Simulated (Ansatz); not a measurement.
# Worked example: self-consistent single point of a sheet of TiTe2 (3 atoms in the cell) in Ansatz

Level of theory: PBE (plane waves, PAW; Ansatz, a program for electronic structure).

Input:

Ansatz 0.2 input:
```yaml
crystal:
  lattice:
    - [3.87701700, 0.00000000, 0.00000000]
    - [-1.93850900, 3.35759500, 0.00000000]
    - [0.00000000, 0.00000000, 17.17063000]
  atoms:
    - { symbol: Ti, position: [0.00000000, 0.00000000, 0.50000000] }
    - { symbol: Te, position: [0.33333300, 0.66666700, 0.59232700] }
    - { symbol: Te, position: [0.66666700, 0.33333300, 0.40767300] }
basis:
  ecutwfc: 420.0
kpoints:
  mp_grid: { grid: [5, 5, 1] }
hamiltonian:
  xc: pbe
  pseudopotentials: { kind: paw }
scf:
  occupations: { method: gaussian, width: 0.1 }
output:
  forces: true
  eigenvalues: true
  stress: true
```

Output, abridged:

```
WARN the atoms were moved onto the symmetric positions of the space group found under crystal.symmetry.tolerance 1.0e-5 (fractional …
WARN ansatz: RAYON_NUM_THREADS=1 ignored (pool sized by the plan → 1); use --threads N
Pseudopotentials: kind: paw
Pseudopotential: Ti, paw, valence charge 12
Pseudopotential: Te, paw, valence charge 16
Crystal: 3 atoms, lattice volume = 223.518 Å³
Basis set: ecut = 420 eV, 4425 PW (Γ), exchange–correlation on 54×54×240 points (8 copies of the dense FFT grid, shifted against one another)
Bands: 27, of which v1, the nominal top of the filled ones, is band 22 counted from 1 (21 counted from 0)
Symmetry: 12 space group operations
Space group: P-3m1 (ITA 164), of the structure as read, at distance tolerance 6.1e-5 Å
k-points: 5 of 25
Initial density: superposition of atomic densities (neutral atoms: chi_scale 0, normalization atom), corrected by the library's trained network
Initial wavefunctions: pseudopotential atomic-orbital guess
Eigensolver: davidson
Functional: x = pbe(κ = 0.804, μ = 0.2195149727645171), c = pbe(β = 0.06672455060314922)
SCF iter   1: F=—  HF=-16461.517463 eV  |F-HF|=—  |Δ(HF+E_count)|=         —  Δρ=3.41e-3  dr2=6.18e-2  ethr=1.77e-3  ⟨swp⟩=7.6  Hψ=663  notcnv=0
all-band conjugate gradients solve this SCF's bands
preconditioner: auto → LDOS
SCF iter   2: F=—  HF=-16461.513021 eV  |F-HF|=—  |Δ(HF+E_count)|=   4.44e-3  Δρ=1.90e-3  dr2=1.31e-2  ethr=1.40e-4  ⟨swp⟩=2.6  Hψ=265  notcnv=0  defer=3
SCF iter   3: F=—  HF=-16461.511857 eV  |F-HF|=—  |Δ(HF+E_count)|=   1.16e-3  Δρ=7.37e-4  dr2=2.14e-3  ethr=2.98e-5  ⟨swp⟩=2.8  Hψ=238  notcnv=0  defer=3
SCF iter   4: F=—  HF=-16461.511666 eV  |F-HF|=—  |Δ(HF+E_count)|=   1.92e-4  Δρ=1.81e-4  dr2=1.95e-4  ethr=4.87e-6  ⟨swp⟩=2.2  Hψ=160  notcnv=0  defer=3
SCF iter   5: F=—  HF=-16461.511657 eV  |F-HF|=—  |Δ(HF+E_count)|=   9.01e-6  Δρ=6.79e-5  dr2=1.09e-5  ethr=4.43e-7  ⟨swp⟩=3.0  Hψ=262  notcnv=0  defer=3
SCF iter   6: F=—  HF=-16461.511641 eV  |F-HF|=—  |Δ(HF+E_count)|=   1.60e-5  Δρ=1.10e-5  dr2=2.72e-7  ethr=2.49e-8  ⟨swp⟩=3.0  Hψ=235  notcnv=0  defer=3
SCF iter   7: F=-16461.511641 eV  HF=-16461.511641 eV  |F-HF|=5.07e-8  |Δ(HF+E_count)|=   2.61e-7  Δρ=3.09e-6  dr2=1.58e-8  ethr=2.27e-10  ⟨swp⟩=9.4  Hψ=579  notcnv=0
SCF 1 converged in 7 iterations: F = -16461.511641 eV  dr2 = 1.58e-8
SCF converged after 7 iterations
Free energy (F): -16461.511641 eV
Harris-Foulkes:  -16461.511641 eV  (|F-HF|=5.07e-8)
Internal energy: -16461.499234 eV  (E = F + TS)
E sigma→0 (E₀):  -16461.505438 eV
Entropy (-TS):   -0.012407 eV (-4.136 meV/atom)
Fermi energy:    0.488979 eV
--- Per-component energies (eV) ---
  E_band       = -1095.827019
  E_kinetic    = 633.321382
  E_local      = -22623.372923  (includes V_loc(G=0)·N_el)
  E_nonlocal   = -612.027956
  E_hartree    = 11383.993200
  E_xc         = -346.276238
  E_vxc        = -330.492252  (∫ρ·V_xc dr)
  E_paw        = -10372.608293  (= ΣΔE_a)
  E_vpaw       = -931.232146  (= ΣTr[D̂ρ^β])
  E_aug_tail   = -0.000256  (compensation charges beyond the density's cutoff)
  E_ewald      = 5475.471850
  E_smearing   = -0.012407  (= −TS)
  E_closure    = 0.000000  (closes the sum)
  Σ components = -16461.511641   (vs F -16461.511641, Δ=0.00e0)
--- Forces (eV/Å), atoms counted from 1 ---
  atom   1  Ti     0.00000000    -0.00000000     0.00000000
  atom   2  Te     0.00000000     0.00000000     0.88940083
  atom   3  Te    -0.00000000    -0.00000000    -0.88940083
  max |Σ_I F_I| component: 1.11e-16 eV/Å
--- Stress (GPa, compression-positive) ---
        0.146256      -0.000000      -0.000000
       -0.000000       0.146256      -0.000000
       -0.000000      -0.000000       2.021402
  P = ⅓ Tr σ = 0.7713 GPa (7.713 kbar)
  The stress holds the Pulay correction. Without it, at fixed plane waves, as pw.x and ABINIT print it: P = 0.7628 GPa
--- Band table (eV; the first three rows and the last of 5) ---
  k-point 0: bands = ["-57.1355", "-35.8959", "-35.8959", "-35.8878", "-35.8878", "-35.8483", "-35.8483", "-35.8478", "-35.8478", "-35.8277", "-35.8275", "-33.3745", "-33.3743", "-33.3743", "-11.5448", "-10.4067", "-3.5659", "-1.5767", "-1.5767", [...]
  k-point 1: bands = ["-57.1349", "-35.8930", "-35.8929", "-35.8899", "-35.8857", "-35.8515", "-35.8513", "-35.8466", "-35.8459", "-35.8264", "-35.8259", "-33.3896", "-33.3768", "-33.3681", "-11.1577", "-10.2246", "-3.1529", "-2.5120", "-1.4990", [...]
  k-point 2: bands = ["-57.1339", "-35.8938", "-35.8882", "-35.8879", "-35.8824", "-35.8539", "-35.8526", "-35.8482", "-35.8450", "-35.8243", "-35.8235", "-33.4143", "-33.3809", "-33.3578", "-10.3025", "-9.9436", "-3.9511", "-3.1884", "-1.9732", [...]
  k-point 4: bands = ["-57.1336", "-35.8930", "-35.8871", "-35.8849", "-35.8839", "-35.8538", "-35.8518", "-35.8489", "-35.8471", "-35.8235", "-35.8231", "-33.4122", "-33.3916", "-33.3549", "-9.9366", "-9.8943", "-3.9197", "-3.2211", "-2.3843", [...]
```

The run converged in 7 iterations.

The starting cell was generated: these elements placed on a structure prototype, without a prior relaxation; it need not be a known phase or ordering of this composition. Its lattice was rescaled in the plane by a random factor within 2.5 % of one. Spin-orbit coupling is off. Spin polarisation is off, so a magnetic state, if there is one, cannot be reached.
